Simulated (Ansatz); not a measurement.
Base system: TeO2 in the fluorite structure (space group Fm-3m, No. 225; a = 5.3337 Å; a hypothetical phase, not in the database extracts checked).

Levels (all Ansatz, a first-principles code, PAW, earlier PAW set): r2SCAN (500 eV, scalar-relativistic without spin-orbit coupling); HSE06 (420 eV, no spin-orbit coupling).

Its gap is 1.01 eV with r2SCAN and 1.62 eV with HSE06.

Now apply this change: Se takes the place of Te on all its sites, then cell and atoms are relaxed.

With r2SCAN the gap becomes 0.70 eV.

Problem. If the HSE06 correction stayed the same, what would the HSE06 gap be, and what does the HSE06 run give?

Solution. A rigid correction of +0.61 eV gives 1.31 eV. The HSE06 run gives 1.34 eV, so the two effects roughly add.

Single points use the geometry relaxed with r2SCAN. HSE06 gaps are upper bounds (no full band path). Spin-orbit coupling, missing from the scalar runs, can matter with Te. Whether these cells are dynamically stable was not tested. As relaxed here, SeO2 is a hypothetical phase, not in the database extracts checked.
